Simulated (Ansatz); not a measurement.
The starting structures come from a database of crystals and need not be the phases stable at ambient conditions.

Where the default PAW files enter, the runs use the earlier of Ansatz's two default sets.

The decay constant κ of evanescent states in the gap governs leakage through a thin film.

Data:

```xyz
2
Lattice="3.7887 0.0000 0.0000 -1.8944 3.2812 0.0000 1.8944 1.0937 3.1566" Properties=species:S:1:pos:R:3 pbc="T T T"
Mg     0.0000     0.0000     0.0000
Se     3.7887     2.1874     1.5783
```

Space group of this cell: R-3m. The cell is strained (lengths across the current scaled by 0.98, ions clamped); by r2SCAN its mean pressure is 3.2 GPa.

Transport runs along the normal of the first two printed cell vectors, the (111) (indices of the unstrained crystal) plane of the conventional cell.

No gap correction and no spin-orbit coupling; mid-gap is the computed energy nearest the middle.

Q: Estimate the band gap and the smallest decay constant κ at mid-gap that r2SCAN run with Ansatz (a first-principles code) returns for this system.

A: Gap 2.48 eV on a 12×12×12 mesh; κ = 0.190 1/Å, at the zone centre.
